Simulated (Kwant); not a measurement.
System: six-terminal Hall bar in a CdTe two-dimensional gas. Effective mass 0.096 mₑ, grid spacing 12 nm, hard walls, nominal width 300 nm (25 grid rows, so walls 312 nm apart), one parabolic valley, scattering region 780 nm long along x; energies count from the band bottom; Fermi energy 0.00212 eV. Four side probes 150 nm wide, two on each edge; current runs along x; the sign of the Hall resistance is a convention. Perpendicular field swept from 0.1465 to 2.9886 T, also in the leads; orbital effect alone.

The device is made up for the run: typed textbook-type constants, with dimensions and the other settings drawn at random.

Model: effective-mass tight-binding model on a square grid, one spin, coherent transport at 0 K (Kwant). Resistances are in h/e².

Problem. How many Landau levels lie under the Fermi energy, and what Hall resistance follows, at 2.12 meV and 0.773 T; 2.12 meV and 1.01 T; 2.12 meV and 1.98 T; 2.12 meV and 2.46 T?

Solution. ħωc = ħeB/m = 1.21 meV a tesla; levels lie at (n + ½)ħωc. E/ħωc = 2.28 gives 2 levels and h/(2e²) = 0.500; simulated 0.500. E/ħωc = 1.73 gives 2 levels and h/(2e²) = 0.500; simulated 0.500. E/ħωc = 0.89 gives 1 level and h/(1e²) = 1.000; simulated 1.000. E/ħωc = 0.72 gives 1 level and h/(1e²) = 1.000; simulated 1.000.
